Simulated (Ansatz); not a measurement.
Troubleshooting Ansatz (a program for electronic structure): a failed run on BaLaSi2 (Cmcm, 8 atoms in the cell). The aim is a self-consistent single point with DFT, LDA (PW92), plane waves, default PAW files made with PBE.

Cell that was meant: a = 7.8848 Å, b = 7.8848 Å, c = 6.7323 Å, α = 90.00°, β = 90.00°, γ = 145.64°.

Part of the input:

Ansatz 0.2 input:
```yaml
  pseudopotentials: { kind: paw }
scf:
  occupations: { method: cold, width: 0.1 }
  max_iter: 4
output:
  forces: true
  eigenvalues: true
```

The program printed (abridged):

```
SCF iter   1: F=—  HF=-26151.013699 eV  |F-HF|=—  |Δ(HF+E_count)|=         —  Δρ=4.63e-3  dr2=1.04e-1  ethr=1.77e-3  ⟨swp⟩=11.5  Hψ=12742  notcnv=0
all-band conjugate gradients solve this SCF's bands
preconditioner: auto → Kerker (q_TF=auto, 2.159 Å⁻¹)
SCF iter   2: F=—  HF=-26151.002842 eV  |F-HF|=—  |Δ(HF+E_count)|=   1.09e-2  S|Δr|=    0.00e0  Δρ=2.79e-3  dr2=4.79e-2  ethr=1.79e-4  ⟨swp⟩=11.8  Hψ=14229  notcnv=0
SCF iter   3: F=—  HF=-26150.993481 eV  |F-HF|=—  |Δ(HF+E_count)|=   9.36e-3  S|Δr|=    0.00e0  Δρ=4.26e-4  dr2=1.12e-3  ethr=8.26e-5  ⟨swp⟩=9.9  Hψ=12256  notcnv=0
SCF iter   4: F=—  HF=-26150.993244 eV  |F-HF|=—  |Δ(HF+E_count)|=   2.38e-4  S|Δr|=    0.00e0  Δρ=1.30e-4  dr2=8.98e-5  ethr=1.94e-6  ⟨swp⟩=6.0  Hψ=9313  notcnv=0
Error: did not converge after 4 iterations: dr2 = 8.98e-5 (threshold 1.00e-7), under the density mixer `msr1`, which `scf.mixing.algorithm: auto` chose by the deck's other keys (type `scf.mixing.algorithm: msr1` to keep it); raise `scf.max_iter`, which need not help a stalled SCF, or adjust the mixing (`scf.mixing`) or, under a smearing, its width (`scf.occupations.width`, in either direction: another width is another result); this SCF holds its density and magnetisation to the symmetry operations that it keeps, and cannot end on a state that breaks one of them: if the state sought breaks one, re-run with `crystal.symmetry.detect: false`, without `crystal.symmetry.time_reversal: [...]
```

Question: What caused this, and what should be changed?

Answer: The fault is an iteration limit that is too low. The loop is cut before its threshold is met, so whatever is printed at the end is not self-consistent. To fix it, raise the limit, or leave it to the default. The run ended unconverged after 4 iterations.

An input that runs soundly differs in these lines (not the only fix; some lines may just follow from the change or write a value another way):
```diff
-  max_iter: 4
```

With that input, the run converged in 7 iterations: free energy E − TS (on the zero of these files) -26150.9932 eV; Fermi level (on the code's own zero) 8.80 eV; pressure -3.48 GPa; largest force (vector length) 0.134 eV/Å (DFT, LDA (PW92), plane waves, default PAW files made with PBE).

On the sound input: the starting cell comes from a database of computed structures (which also holds hypothetical and non-ambient phases and stackings), without a prior relaxation at this level. Its lattice was rescaled by a random factor within 2.5 % of one. With a pressure of about -3 GPa the cell is away from its equilibrium volume at this level. Ansatz's pressure includes its estimate of the finite-basis (Pulay) stress.
